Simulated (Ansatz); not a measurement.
Ansatz (a quantum-chemistry and plane-wave program) run on LuHg (P4mm, 2 atoms in the cell): relaxation of the atoms.

Level of theory: LDA (PW92), default PAW files made with PBE (plane waves; Ansatz).

The change in words: one atom moved by 0.15 angstrom; relax: default → atoms; relax.f_tol: default → 0.005 eV/Å. Reference geometry:
```xyz
2
Lattice="3.6281 0.0000 0.0000 0.0000 3.6281 0.0000 0.0000 0.0000 3.6281" Properties=species:S:1:pos:R:3 pbc="T T T"
Lu     1.8140     1.8140     1.8140
Hg     0.0000     0.0000     0.0000
```

Reference input (self-consistent single point, DFT, LDA (PW92), plane waves, default PAW files made with PBE): basis.ecutwfc = 30.9 Ry; kpoints.mp_grid.grid = 9 9 9; hamiltonian.xc = lda; hamiltonian.pseudopotentials = {kind: paw} (the program's default PAW files); scf.occupations.method = gaussian; scf.occupations.width = 0.0073 Ry. This run's input differs from it in these lines:

```diff
@@ -7,3 +7,3 @@
   atoms:
-    - { symbol: Lu, position: [0.500000, 0.500000, 0.500000] }
+    - { symbol: Lu, position: [0.500000, 0.500000, 0.541344] }
     - { symbol: Hg, position: [0.000000, 0.000000, 0.000000] }
@@ -18,2 +18,4 @@
   occupations: { method: gaussian, width: 0.0073 Ry }
+relax:
+  f_tol: 0.005
 output:
```

Output, abridged:

```
   [... SCF lines of the steps left out ...]
relax step   1: F+E_penalty+E_count = -28016.48350129 eV  Δ(F+E_penalty+E_count) = +0.000e0 eV  max|allowed force component| = 2.735e-1 eV/Å  Δτ_max = 0.0000 Å  (6 SCF iters, dr2 threshold 6.25e-7 eV, accepted)
relax step   2: F+E_penalty+E_count = -28016.50254732 eV  Δ(F+E_penalty+E_count) = -1.905e-2 eV  max|allowed force component| = 6.383e-2 eV/Å  Δτ_max = 0.0572 Å  (5 SCF iters, dr2 threshold 4.68e-6 eV, accepted)
relax step   3: F+E_penalty+E_count = -28016.50367224 eV  Δ(F+E_penalty+E_count) = -1.125e-3 eV  max|allowed force component| = 1.171e-3 eV/Å  Δτ_max = 0.0175 Å  (6 SCF iters, dr2 threshold 2.55e-7 eV, accepted)
relax step   4: F+E_penalty+E_count = -28016.50367227 eV  Δ(F+E_penalty+E_count) = -2.991e-8 eV  max|allowed force component| = 1.130e-3 eV/Å  Δτ_max = 0.0000 Å  (4 SCF iters, accepted)
the relaxation is at rest under the 8 symmetry operations that the run kept from its start: a minimum is not shown …
Stability not checked: this state was not tested for a lower state beside it, because too few of the mixer's solves of this state at the end of the SCF gave a …
Free energy (F): -28016.503672 eV
Internal energy: -28016.495770 eV  (E = F + TS)
E sigma→0 (E₀):  -28016.499721 eV
Entropy (-TS):   -0.007902 eV (-3.951 meV/atom)
Fermi energy:    16.149200 eV
--- Forces (eV/Å), atoms counted from 1 ---
  atom   1  Lu    -0.00000000     0.00000000    -0.00111076
   [... lines left out ...]
--- Relaxed structure (4 steps of the walk, 4 accepted, 0 SCFs on fresh bases) ---
  F+E_penalty+E_count = -28016.50367227 eV   max|allowed force component| = 1.130e-3 eV/Å
  atoms:
    - { symbol: Lu, position: [0.49999999999999994, 0.49999999999999994, 0.5207592812752169] }
    - { symbol: Hg, position: [-2.123359952798434e-34, 0.0, 0.020584718724783055] }
```

The run converged. 

Summary of the result:
```
Quantity                                                 Result
-----------------------------------------------  --------------
Free energy E − TS (on the zero of these files)  -28016.5037 eV
Fermi level (on the code's own zero)                   16.15 eV
Pressure                                              -5.36 GPa
Largest force (vector length)                        0.001 eV/Å
Relaxation steps                                              4
```

The starting cell comes from a database of computed structures (which also holds hypothetical and non-ambient phases and stackings), without a prior relaxation at this level. Its lattice was rescaled by up to half a per cent. For this run, on top of that: one atom moved by 0.15 angstrom. The relaxation keeps the symmetry of its start, so its end need not be a minimum. Ansatz's pressure includes its estimate of the finite-basis (Pulay) stress.

Cost on one core of a shared machine: roughly 50 s.

Keys are those of Ansatz 0.2.
